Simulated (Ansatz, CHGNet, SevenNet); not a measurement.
## How the lattice parameter a of MoP (model structure, started from the WC type, P-6m2, No. 187, 2 atoms in the cell) moves with the method

No measured value is used here.

```tsv
level (code)	value (Å)
CHGNet 0.3.0	3.242
SevenNet-0	3.249
SevenNet-l3i5	3.249
LDA (Ansatz)	?
PBE (Ansatz)	3.241
PBEsol (Ansatz)	3.206
PBE-D3(BJ) (Ansatz)	?
```

Q: Fill in the missing entries.

A: 
- LDA (Ansatz, a first-principles code), value (Å): 3.191
- PBE-D3(BJ) (Ansatz), value (Å): 3.199

Ansatz's density-functional and Hartree–Fock values are scalar-relativistic unless marked +SOC, with PAW data made under PBE.

Machine-learned potentials (CHGNet 0.3.0, SevenNet-0, SevenNet-l3i5) are trained on DFT data: a solid inside that data is no test of them.

A model structure was made by putting elements into a prototype or built by hand; it is no filed structure, need not be a known phase, and can be a saddle point held by its symmetry.
